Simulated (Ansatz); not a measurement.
Functionals compared on OH on the 1x1 (110) surface of 3C silicon carbide (cut with top plane C + Si), one in a 2x2 cell, started at the site 'top Si', in Ansatz (plane waves, PAW). The structure was relaxed with PBE; the other rows are single points on it, each with its references at the same level. Cutoff 420 eV (500 eV for r2SCAN).

Host crystal: 3C silicon carbide, with a band gap (PBE, scalar-relativistic without spin-orbit coupling).

Model: 50-atom slab, 7.7 Å thick at the start under the adsorbate (thin: gaps and levels are the slab's own), 3x3x1 mesh, Fermi-Dirac 0.01 eV, dipole correction, 24 atoms held, the rest relaxed; no symmetry held; spin-polarised, ending with about 1.0 μB a cell; orders that need a larger cell were not tried, no spin-orbit, no U, no dispersion correction. At the end it is bonded to Si. In PBE it is, or lies within 0.03 eV of, the lowest of the starts that converged. These notes are the PBE run's. r2SCAN: The program's check for a lower electronic state was not made. Adsorption energies are against H2O(g) − ½ H2(g). A negative adsorption energy means that the adsorbate is more stable on the surface than in its reference.

```tsv
functional	adsorption energy (eV)	magnetic moment of the cell (μB)	rough cost of the single point
PBE	-1.07	1.00	–
RPBE	-0.94	1.00	around 8 core-minutes (rough)
r2SCAN	…	1.00	around 15 core-minutes (rough)
```

### Question
Fill in the missing entries.

### Answer

- r2SCAN, adsorption energy (eV): -1.42

Ansatz is a program for electronic structure.
